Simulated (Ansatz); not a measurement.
The parent structure is Os in the diamond structure (space group Fd-3m, No. 227; a = 5.556 Å; a hypothetical phase, not in the database extracts checked).

(Cell as relaxed with PBE.)

Levels (all Ansatz, a first-principles code, PAW): PBE (420 eV, no spin-orbit coupling); PBEsol (420 eV, no spin-orbit coupling).

Each level relaxes its own structure.

```json
[
 {"base": "volume per atom", "PBE": "21.44 Å³", "PBEsol": "20.81 Å³"},
 {"base": "lattice parameter a", "PBE": "5.556 Å", "PBEsol": "5.501 Å"},
 {"base": "band gap", "PBE": "zero", "PBEsol": "zero"}
]
```

Perturbation: cell and atoms relaxed at a pressure of 1.5 GPa.

```csv
quantity,PBE,PBEsol
volume per atom,21.28 Å³,20.67 Å³
band gap,zero,zero
```

PBE's volume per atom lies 0.61 Å³ above PBEsol's (2.9 %); the two agree on the band gap. Neither level is exact; PBEsol is the comparison here, not a measurement.

Load acts through the strain it causes; cell and atoms are relaxed under it. Whether these cells are dynamically stable was not tested. The final runs are not spin-polarised.
